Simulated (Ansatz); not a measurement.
For AlN (model structure, Fm-3m, No. 225, 6 atoms in the cell; like a known high-pressure phase), LDA (Ansatz, a quantum-chemistry and plane-wave program, plane waves, PAW) gives:

- lattice parameter a = 4.011 Å
- cohesive energy = 6.52 eV/atom
- band gap = 4.71 eV

Q: What does r²SCAN+rVV10 (Ansatz, plane waves, PAW) give for the same quantities?

A: 
- lattice constant a: 4.033 Å (grows by 0.5 %)
- cohesive energy: 5.80 eV/atom (drops by 0.72 eV/atom)
- band gap: 5.54 eV (goes up by 0.83 eV)

Changes are worked out from the printed values.

Unless a cell is named, each level is at its own relaxed cell (LDA 8.07, r²SCAN+rVV10 8.20 Å³/atom).

Density-functional gaps are differences of (generalised) Kohn–Sham levels.

Ansatz's density-functional and Hartree–Fock values are scalar-relativistic unless marked +SOC, with PAW data made under PBE.

A model structure was made by putting elements into a prototype or built by hand; it is no filed structure, need not be a known phase, and can be a saddle point held by its symmetry.
